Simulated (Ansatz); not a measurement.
Effect of biaxial strain +1.05 %, plane normal [001], relaxed out of plane on Ga2O3

The parent structure is Ga₂O₃ in the corundum structure (space group R-3c, No. 167; a = 4.985 Å, c = 13.442 Å (hexagonal axes)). Axes: x lies along a and z along c of the hexagonal cell.

Modification: tensile biaxial strain of 1.05 % in the plane normal to [001], as in epitaxy on a mismatched substrate; the out-of-plane cell vector and the atoms relax.

All numbers come from Ansatz (a first-principles code), r2SCAN, PAW, cutoff 500 eV, scalar-relativistic without spin-orbit coupling. Γ-centred 8×8×8 mesh, Fermi–Dirac width 0.05 eV.

```csv
quantity,base,changed,shift
volume per atom,9.64 Å³,9.77 Å³,+0.13 Å³
space group,R-3c (No. 167),R-3c (No. 167),–
energy relative to the base (free energy F),0 meV/atom,+3.3 meV/atom,+3.3 meV/atom
"pressure (mean of the normal stresses, compression positive)",0.0 kbar,-33.9 kbar,-33.9 kbar
band gap,3.55 eV,3.37 eV,-0.187 eV
gap character,"indirect, Γ–S₀ (50 % along) → Γ","indirect, Γ–S₀ (50 % along) → Γ",–
smallest direct gap,3.81 eV,3.59 eV,-0.22 eV
width of the top valence band,0.46 eV,0.48 eV,+0.026 eV
out-of-plane strain,–,-0.75 %,–
ratio −ε⊥/ε∥,–,0.71,–
```

Cost of the whole job for the changed cell (relaxation, final SCF and bands): roughly 6 core-minutes.

Whether these cells are dynamically stable was not tested.
